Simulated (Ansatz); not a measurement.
HfB2 (space group P6/mmm, No. 191)

HfB$_{2}$ is modelled in the hexagonal space group P6/mmm (No. 191), Pearson symbol hP3. Cell: a = 3.1279 Å, b = 3.1279 Å, c = 3.4454 Å, α = 90.00°, β = 90.00°, γ = 120.00°. Hf on 1a sees 12 B at 2.496 Å. B on 2d is surrounded by 3 B at 1.806 Å and 6 Hf at 2.496 Å. (Neighbours: up to the widest gap in distance over summed covalent radii, below 1.35, at either atom; cation-cation and far metal-metal contacts left out.)

All numbers come from Ansatz (a first-principles code) PBEsol, scalar-relativistic without spin-orbit coupling. Settings: 17×17×14 k-points, 0.05 eV Fermi–Dirac smearing.

```json
{
 "volume_per_atom": "9.73 Å³",
 "density": "11.38 g/cm³",
 "band_gap": "zero",
 "total_energy": "-5302.202 eV/atom (σ→0; compares only within this code and set-up)"
}
```

Stability against distortions was not tested. All final runs are without spin polarisation.
